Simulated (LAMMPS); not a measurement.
LAMMPS 22 Jul 2025, classical MD, Buckingham with full ionic charges: MgO, 13824 atoms.

```text
units metal
atom_style charge
read_data unit.data
replicate 12 12 12
pair_style buck/coul/long 10.0
pair_coeff 1 1 0.0 1.0 0.0
pair_coeff 1 2 1428.5 0.2945 0.0
pair_coeff 2 2 22764.0 0.149 27.88
kspace_style pppm 0.0001
velocity all create 2400 4928 dist gaussian loop geom
fix 1 all nve
fix 2 all langevin 1200 1200 0.04 9876 zero yes
timestep 0.001
thermo 100
run 300
reset_timestep 0
write_restart start.rst
```

```text
read_restart start.rst
pair_style buck/coul/long 10.0
pair_coeff 1 1 0.0 1.0 0.0
pair_coeff 1 2 1428.5 0.2945 0.0
pair_coeff 2 2 22764.0 0.149 27.88
kspace_style pppm 0.0001
neighbor 2.0 bin
neigh_modify every 1 delay 0 check no
fix 1 all nve
timestep 0.001
thermo_style custom step temp pe etotal press
thermo_modify format float %.10g
thermo 100
group probe id 1:48
dump probe probe custom 1000000 forces.txt id fx fy fz
dump_modify probe sort id format float %.8g
run 500
```

```bash
# ahead of the timed run: OMP_NUM_THREADS=1 mpirun -np 48 lmp -in in.warm -log none -nocite
OMP_NUM_THREADS=1 mpirun -np 32 lmp -in in.lmp -log log.lammps -nocite
```

It runs on a single node (Arm Neoverse V2, 96 cores on 1 socket, no SMT, 1 L3 cache group; 94 cores' worth of CPU time may be used).

On 32 ranks this takes 3.5 s. Wall times, medians of two to five repeats, each run alone on the node (launch to exit). Processes are pinned to neighbouring cores unless said otherwise. The build: PyPI wheel: MPICH, OPENMP and OPT packages; another build can shift the numbers. Scratch files lie in a memory file system. A preparatory run goes ahead and isn't timed.

Problem. Speed this job up; the result has to stay within 1.0 meV/atom in energy, 10 meV/Å in forces on 48 atoms, 0.20 meV an atom in drift of the total energy. Keep to 32 cores.

Solution. This is not unique; one that fits is going from neigh_modify = every 1 delay 0 check no to neigh_modify = every 10 delay 0 check yes, one of the fastest of the measured ones that keep the result.

```diff
-neigh_modify every 1 delay 0 check no
+neigh_modify every 10 delay 0 check yes
```

Time: 3.5 s to 1.8 s (2.0× as fast). Rebuilds go from 500 to 0, Neigh from 1.5 to 0 s and Pair from 1.2 to 1.1 s. These two results differ by: energy equal as printed, forces on 48 atoms equal as printed, drift of the total energy under 0.001 meV an atom. Others tried: neigh_modify = every 1 delay 0 check yes (1.8 s); neigh_modify = every 1 delay 10 check yes (1.8 s).
